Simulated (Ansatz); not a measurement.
Take GaSe in the beta-GaS type structure (space group P6_3/mmc, No. 194; a = 3.7690 Å, c = 15.9597 Å; layered, stacked along the Cartesian z axis) as the base. Axes: x lies along a and z along c of the hexagonal cell.

Level of theory: PBE-D3(BJ) in Ansatz (plane waves to 420 eV, PAW, spin-orbit coupling left out).

One thing is altered: the cell is scaled by 1.0196 in all directions, atoms relaxed at fixed cell.

### Question
Predict the stress tensor and what it implies for the stiffness.

### Answer
Stress of the strained cell less that of the base (GPa, compression positive):
```
  -2.16    0.00    0.00
   0.00   -2.16    0.00
   0.00    0.00   -0.80
```

Then B = −ΔP/(ΔV/V₀) with ΔV/V₀ = 0.0600 gives secant stiffness values (nonlinear terms included at this strain): B (at held cell shape, above the free-shape value) ≈ 28 GPa.

As a check, the harmonic strain energy −½ V₀ Δσ:ε is 7.7 meV/atom; the computed energy rise is 8.3 meV/atom.

Stability against distortions was not tested.

Ansatz is an electronic-structure program.
